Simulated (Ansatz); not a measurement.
We consider BN (model structure, started from the rocksalt type, Fm-3m, No. 225, 2 atoms in the cell), described by HSE06 in Ansatz (plane waves, PAW).

Numerical settings: plane-wave cutoff 520 eV, 14×14×14 k mesh, scalar-relativistic PAW data made under PBE.

Computed at the level's own relaxed cell.

Elastic tensor (GPa, Voigt notation, ions relaxed):

```
  599.1   339.9   339.9     0.0     0.0     0.0
  339.9   599.1   339.9     0.0     0.0     0.0
  339.9   339.9   599.1     0.0     0.0     0.0
    0.0     0.0     0.0   677.6     0.0     0.0
    0.0     0.0     0.0     0.0   677.6     0.0
    0.0     0.0     0.0     0.0     0.0   677.6
```

Worked from these constants: the tetragonal shear constant is C′ = (C11 − C12)/2 = 129.6 GPa against C44 = 677.6 GPa, so the tetragonal shear is the softer. The Zener ratio C44/C′ is 5.23 (1 for an isotropic solid), and the Cauchy pressure C12 − C44 is -337.7 GPa. With C11 + 2C12 = 1278.9 GPa all three Born conditions hold; they don't test modes at the zone boundary.

Note: the relaxation could raise the start's symmetry but not lower it, so the cell can be a saddle point.

A model structure was made by putting elements into a prototype or built by hand; it is no filed structure, need not be a known phase, and can be a saddle point held by its symmetry.

Ansatz is a first-principles code.
